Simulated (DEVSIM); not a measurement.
# Cr/Al2O3/p-Ge capacitor

Structure: Cr/Al2O3/p-Ge capacitor, at 300 K.

```
layer (left to right)  material  thickness (nm)  Na (cm⁻³)
---------------------  --------  --------------  ---------
1                         Al2O3            4.10          -
2                            Ge             390     2.3e18
```

Metal gate on the left, work function 4.5 eV. Fixed charge at the semiconductor interface 2.6e12 cm⁻² (in units of +e); interface traps 3e11 cm⁻² eV⁻¹, uniform in energy, neutral level at 0.5 of the gap above the valence band.

The device is made up for the run: typed textbook-type constants, with dimensions and the other settings drawn at random. Values at 300 K.

```
parameter      Al2O3       Ge
-------------  -----  -------
gap (eV)         6.8    0.664
affinity (eV)   1.35        4
permittivity       9       16
Nc (cm⁻³)          -  1.04e19
Nv (cm⁻³)          -     6e18
```

Simulated with DEVSIM: 1D Poisson equation in equilibrium, Boltzmann statistics, complete ionisation; no quantum confinement or tunnelling. Metal contacts follow the ideal Schottky-Mott rule: no Fermi-level pinning, no interface dipoles.

Flat-band voltage: -0.36 V
Threshold voltage (band bending 2φF): 0.66 V
Minimum of the low-frequency capacitance: 0.571 μF/cm²
Capacitance of the dielectric stack: 1.94 μF/cm²
